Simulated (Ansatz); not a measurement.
hypothetical zinc blende AsN with two functionals, As → B

Start from AsN in the zinc blende structure (space group F-43m, No. 216; a = 4.995 Å; a hypothetical phase, not in the database extracts checked).

(Cell as relaxed with PBE.)

Levels (all Ansatz, an electronic-structure program, PAW): PBE (420 eV, no spin-orbit coupling); r2SCAN (500 eV, no spin-orbit coupling).

Each level relaxes its own structure.

```tsv
base	PBE	r2SCAN
volume per atom	15.58 Å³	15.24 Å³
lattice parameter a	4.995 Å	4.959 Å
band gap	zero	zero
```

The change: every As is replaced by B, then cell and atoms are relaxed.

| quantity | PBE | r2SCAN |
|---|---|---|
| lattice parameter a | 3.625 Å | (withheld) |
| band gap | 4.46 eV | (withheld) |
| electron mass | 0.91 mₑ along k, 0.30 mₑ across (at X) | (withheld) |

Q: What does r2SCAN give?

A: 
- lattice parameter a, r2SCAN: 3.610 Å
- band gap, r2SCAN: 5.00 eV
- electron mass, r2SCAN: 0.87 mₑ along k, 0.29 mₑ across (at X)

PBE's lattice parameter a lies 0.015 Å above r2SCAN's (0.4 %); PBE's band gap lies 0.54 eV below r2SCAN's. Neither level is exact; r2SCAN is the comparison here, not a measurement.

Masses are band curvatures over ±0.01 Å⁻¹ around the edge. Along k means along the line from Γ to the band edge. Stability against distortions was not tested. All final runs are without spin polarisation.
